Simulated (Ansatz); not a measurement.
SiC, response to strain

Base system: SiC in the wurtzite structure (space group P6_3mc, No. 186; a = 3.092 Å, c = 5.074 Å).

Strains are applied to the cell and any free atomic positions relax.

Method: Kohn–Sham DFT with the PBE functional, run in Ansatz (a quantum-chemistry and plane-wave program) with PAW and 420 eV plane waves, scalar-relativistic without spin-orbit coupling.

Notes on the quantities. energy relative to the base: free energy F.

```csv
case,energy relative to the base,electron mass,band gap,shortest interatomic distance
base,0 meV/atom,"0.27 mₑ along c, 0.44 mₑ across (at K)",2.31 eV,1.893 Å
isotropic strain −3.00 %,+62 meV/atom,"0.26 mₑ along c, 0.43 mₑ across (at K)",2.13 eV,1.837 Å
isotropic strain −2.40 %,+39 meV/atom,"0.26 mₑ along c, 0.42 mₑ across (at K)",2.17 eV,1.848 Å
isotropic strain −1.80 %,+22 meV/atom,"0.26 mₑ along c, 0.43 mₑ across (at K)",2.21 eV,1.859 Å
isotropic strain −1.20 %,+9.4 meV/atom,"0.26 mₑ along c, 0.43 mₑ across (at K)",2.24 eV,1.870 Å
isotropic strain −0.60 %,+2.3 meV/atom,"0.26 mₑ along c, 0.44 mₑ across (at K)",2.28 eV,1.882 Å
```

Effective masses come from finite differences of ±0.01 Å⁻¹. Semilocal Kohn–Sham gaps tend to fall short of experiment. No phonon test of stability was made.
